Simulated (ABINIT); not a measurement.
## Input and output of a self-consistent single point for PbS₂ (I4/mcm, 6 atoms in the cell) (ABINIT)

Method of the run: LDA (PW92), PAW (JTH v2.0 LDA PAW) (plane waves; ABINIT).

Input as run:

```
# PbS2, JTH v2.0 LDA PAW
pp_dirpath "./"
pseudos "Pb.LDA_PW-JTH.xml, S.LDA_PW-JTH.xml"
acell 5.7481271991 5.7481271991 5.7481271991 Angstrom
rprim
        -0.5338808439    0.5338808439    0.6556999992
         0.5338808439   -0.5338808439    0.6556999992
         0.5338808439    0.5338808439   -0.6556999992
natom 6
ntypat 2
znucl 82 16
typat 1 1 2 2 2 2
xred
         0.7500000000    0.7500000000    0.0000000000
         0.2500000000    0.2500000000    0.0000000000
         0.1190300000    0.6190300000    0.7380600000
         0.8809700000    0.3809700000    0.2619400000
         0.6190300000    0.8809700000    0.5000000000
         0.3809700000    0.1190300000    0.5000000000
ecut 42 Ry
pawecutdg 84 Ry
pawxcdev 0
occopt 3
tsmear 0.00183747
nband 34
kptopt 1
ngkpt 6 6 6
nshiftk 1
shiftk 0 0 0
nstep 50
tolvrs 1.0e-10
prtwf 0
prtden 0
prtvol 1
enunit 1
```

Output (repeated stretches shortened):

```
 Symmetries : space group I4/m c m (#140); Bravais tI (body-center tetrag.)

 -outvars: echo values of preprocessed input variables --------
            acell      1.0862386183E+01  1.0862386183E+01  1.0862386183E+01 Bohr
             ecut      2.10000000E+01 Hartree
           enunit           1
              ixc       -1012
         kptrlatt        6    0    0      0    6    0      0    0    6
          kptrlen      6.51743171E+01
            natom           6
            nband          34
            ngfft          48      48      48
          ngfftdg          64      64      64
             nkpt          30
            nstep          50
             nsym          16
           ntypat           2
           occopt           3
        pawecutdg      4.20000000E+01 Hartree
         pawxcdev           0
            rprim     -5.3388084390E-01  5.3388084390E-01  6.5569999920E-01
                       5.3388084390E-01 -5.3388084390E-01  6.5569999920E-01
                       5.3388084390E-01  5.3388084390E-01 -6.5569999920E-01
          spgroup         140
           tolvrs      1.00000000E-10
           tsmear      1.83747000E-03 Hartree
            typat      1  1  2  2  2  2
           useylm           1
             xred      7.5000000000E-01  7.5000000000E-01  0.0000000000E+00
                       2.5000000000E-01  2.5000000000E-01  0.0000000000E+00
                       1.1903000000E-01  6.1903000000E-01  7.3806000000E-01
                       8.8097000000E-01  3.8097000000E-01  2.6194000000E-01
                       6.1903000000E-01  8.8097000000E-01  5.0000000000E-01
                       3.8097000000E-01  1.1903000000E-01  5.0000000000E-01
            znucl       82.00000   16.00000

== DATASET  1 ==================================================================

 Real(R)+Recip(G) space primitive vectors, cartesian coordinates (Bohr,Bohr^-1):
 R(1)= -5.7992199  5.7992199  7.1224666  G(1)=  0.0000000  0.0862185  0.0702004
 R(2)=  5.7992199 -5.7992199  7.1224666  G(2)=  0.0862185  0.0000000  0.0702004
 R(3)=  5.7992199  5.7992199 -7.1224666  G(3)=  0.0862185  0.0862185  0.0000000
 Unit cell volume ucvol=  9.5814132E+02 bohr^3
 Angles (23,13,12)=  1.15463910E+02  1.15463910E+02  9.80545021E+01 degrees

 Coarse grid specifications (used for wave-functions):

 getcut: wavevector=  0.0000  0.0000  0.0000  ngfft=  48  48  48
         ecut(hartree)=     21.000   => boxcut(ratio)=   2.14288

 Fine grid specifications (used for densities):

 getcut: wavevector=  0.0000  0.0000  0.0000  ngfft=  64  64  64
         ecut(hartree)=     42.000   => boxcut(ratio)=   2.01983

   2.87809967E+03                                ecore*ucvol(ha*bohr**3)

_setup2: Arith. and geom. avg. npw (full set) are    4404.838    4404.829

--- !BeginCycle
solver: {iscf: 17, nstep: 50, nline: 4, wfoptalg: 10, }
tolerances: {tolvrs: 1.00E-10, }
...

     iter   Etot(hartree)      deltaE(h)  residm     nres2
 ETOT  1  -161.19185552816    -1.612E+02 4.027E+00 1.026E+01
 ETOT  2  -164.44241398492    -3.251E+00 5.951E-01 2.009E+01
 ETOT  3  -164.36677480800     7.564E-02 1.529E-01 6.629E+00
 ETOT  4  -164.32823963859     3.854E-02 7.009E-02 2.097E-01
 ETOT  5  -164.33418812822    -5.948E-03 7.295E-02 9.952E-02
 ETOT  6  -164.33390457013     2.836E-04 1.450E-02 9.604E-03
   [... 5 lines left out ...]
 ETOT 12  -164.33395688426    -2.006E-09 3.182E-04 1.385E-07
 ETOT 13  -164.33395688415     1.093E-10 2.193E-04 8.568E-09
 ETOT 14  -164.33395688414     1.333E-11 1.301E-04 8.404E-10
 ETOT 15  -164.33395688414    -5.400E-13 1.364E-04 2.091E-10
 ETOT 16  -164.33395688414     1.279E-12 4.995E-05 3.260E-11

 At SCF step   16       nres2   =  3.26E-11 < tolvrs=  1.00E-10 =>converged.

 Cartesian components of stress tensor (hartree/bohr^3)
  sigma(1 1)=  1.08167668E-04  sigma(3 2)=  0.00000000E+00
  sigma(2 2)=  1.08167668E-04  sigma(3 1)=  0.00000000E+00
  sigma(3 3)=  1.19109816E-04  sigma(2 1)=  0.00000000E+00

 ----iterations are completed or convergence reached----

 reduced coordinates (array xred) for    6 atoms
       0.750000000000      0.750000000000      0.000000000000
       0.250000000000      0.250000000000      0.000000000000
       0.119030000000      0.619030000000      0.738060000000
       0.880970000000      0.380970000000      0.261940000000
       0.619030000000      0.880970000000      0.500000000000
       0.380970000000      0.119030000000      0.500000000000
 cartesian forces (eV/Angstrom) at end:
    1      0.00000000000000     0.00000000000000     0.00000000000000
    2      0.00000000000000     0.00000000000000     0.00000000000000
    3      0.15435299320486     0.15435299320486     0.00000000000000
    4     -0.15435299320486    -0.15435299320486     0.00000000000000
    5     -0.15435299320486     0.15435299320486     0.00000000000000
    6      0.15435299320486    -0.15435299320486    -0.00000000000000
 frms,max,avg= 1.0290200E-01 1.5435299E-01   0.000E+00  0.000E+00  0.000E+00 e/A
 length scales= 10.862386183290 10.862386183290 10.862386183290 bohr
              =  5.748127199100  5.748127199100  5.748127199100 angstroms
 Fermi (or HOMO) energy (eV) =   6.40313   Average Vxc (eV)=  -9.87831
 Eigenvalues (   eV  ) for nkpt=  30  k points:
 kpt#   1, nband= 34, wtk=  0.00463, kpt=  0.0000  0.0000  0.0000 (reduced coord)
 -10.83351  -10.81716  -10.81716  -10.77487  -10.73608  -10.71774  -10.71774  -10.71728
 -10.69915  -10.67539   -9.39821   -8.39649   -4.61258   -4.61258   -2.69732   -1.32964
   1.05341    1.65925    1.65925    1.68347    2.06450    2.60410    2.90956    3.00198
   3.00198    6.04316    9.16329    9.16329    9.33666    9.33666   10.01983   10.01984
  10.37998   10.88798
 prteigrs : prtvol=0 or 1, do not print more k-points.

--- !EnergyTerms
comment             : Components of total free energy in Hartree
kinetic             :  2.76982720867305E+01
hartree             :  4.31078272974872E+01
xc                  : -1.95879258035481E+01
Ewald energy        : -1.30051345005554E+02
psp_core            :  3.00383630272295E+00
local_psp           : -1.41846497665041E+02
spherical_terms     :  5.33419207458737E+01
internal            : -1.64333912041328E+02
'-kT*entropy'       : -4.55139960439468E-05
total_energy        : -1.64333957555324E+02
total_energy_eV     : -4.47175440027088E+03
...

-Cartesian components of stress tensor (GPa)         [Pressure= -3.2897E+00 GPa]
- sigma(1 1)=  3.18240214E+00  sigma(3 2)=  0.00000000E+00
- sigma(2 2)=  3.18240214E+00  sigma(3 1)=  0.00000000E+00
- sigma(3 3)=  3.50433117E+00  sigma(2 1)=  0.00000000E+00

 Calculation completed.
```

The run converged in 16 iterations.

The starting cell comes from a database of computed structures (which also holds hypothetical and non-ambient phases and stackings), without a prior relaxation at this level. Its lattice was rescaled by a random factor within 2.5 % of one. With a pressure of about -3 GPa the cell is away from its equilibrium volume at this level. The run gives no clean gap (levels at the Fermi energy touch, overlap or are partly filled at this smearing), which alone does not show that the compound is a metal.

Cost on one core of a shared machine: roughly 4 min.
